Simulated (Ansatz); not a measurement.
## Convergence series on ZnS (P6_3mc, 20 atoms in the cell)

```
ZnS
1.0
    3.80770     0.00000     0.00000
   -1.90385     3.29757     0.00000
    0.00000     0.00000    31.14551
Zn S
10 10
Direct
  0.66667   0.33333   0.20000
  0.33333   0.66667   0.70000
  0.00000   0.00000   0.80000
  0.00000   0.00000   0.30000
  0.66667   0.33333   0.90000
  0.33333   0.66667   0.40000
  0.33333   0.66667   0.10010
  0.66667   0.33333   0.60010
  0.00000   0.00000   0.00010
  0.00000   0.00000   0.50010
  0.66667   0.33333   0.27490
  0.33333   0.66667   0.77490
  0.00000   0.00000   0.07500
  0.00000   0.00000   0.57500
  0.66667   0.33333   0.67500
  0.33333   0.66667   0.17500
  0.00000   0.00000   0.87490
  0.00000   0.00000   0.37490
  0.33333   0.66667   0.47510
  0.66667   0.33333   0.97510
```

Level of theory: PBE, PAW files (plane waves; Ansatz, a first-principles code).

The starting cell comes from a database of computed structures (which also holds hypothetical and non-ambient phases and stackings), without a prior relaxation at this level. Its lattice was rescaled by a random factor within 2.5 % of one. Ansatz's pressure includes its estimate of the finite-basis (Pulay) stress.

Held fixed: basis.ecutwfc = 30.9 Ry; kpoints.mp_grid.grid = 6 6 1; hamiltonian.xc = pbe; hamiltonian.pseudopotentials = {kind: paw} (the program's default PAW files); scf.occupations.method = fixed.

ΔF is the free energy per atom less that of the last row (16).

```json
[
 {"basis.ecutrho_ratio": "2", "ΔF (meV/atom)": "-6.4", "pressure (GPa)": "2.64", "largest force (eV/Å)": "0.019", "gap on the mesh (eV)": "2.155"},
 {"basis.ecutrho_ratio": "3", "ΔF (meV/atom)": "-0.09", "pressure (GPa)": "2.32", "largest force (eV/Å)": "0.018", "gap on the mesh (eV)": "2.155"},
 {"basis.ecutrho_ratio": "4", "ΔF (meV/atom)": "0.00", "pressure (GPa)": "2.31", "largest force (eV/Å)": "0.018", "gap on the mesh (eV)": "2.155"},
 {"basis.ecutrho_ratio": "5", "ΔF (meV/atom)": "0.00", "pressure (GPa)": "2.31", "largest force (eV/Å)": "0.018", "gap on the mesh (eV)": "2.155"},
 {"basis.ecutrho_ratio": "6", "ΔF (meV/atom)": "0.00", "pressure (GPa)": "2.31", "largest force (eV/Å)": "0.018", "gap on the mesh (eV)": "2.155"},
 {"basis.ecutrho_ratio": "8", "ΔF (meV/atom)": "0.00", "pressure (GPa)": "2.31", "largest force (eV/Å)": "0.018", "gap on the mesh (eV)": "2.155"},
 {"basis.ecutrho_ratio": "10", "ΔF (meV/atom)": "0.00", "pressure (GPa)": "2.31", "largest force (eV/Å)": "0.018", "gap on the mesh (eV)": "2.155"},
 {"basis.ecutrho_ratio": "12", "ΔF (meV/atom)": "0.00", "pressure (GPa)": "2.31", "largest force (eV/Å)": "0.018", "gap on the mesh (eV)": "2.155"},
 {"basis.ecutrho_ratio": "16", "ΔF (meV/atom)": "0.00", "pressure (GPa)": "2.31", "largest force (eV/Å)": "0.018", "gap on the mesh (eV)": "2.155"}
]
```

Gap on the mesh within 0.02 eV of the last row: from basis.ecutrho_ratio = 2 on, the coarsest one. The value it settles on is 2.155 eV at this level of theory and with the other settings as held.

The gap is read on the k-point mesh of the run and can differ from the gap over the whole zone at this level.

Keys are those of Ansatz 0.2.
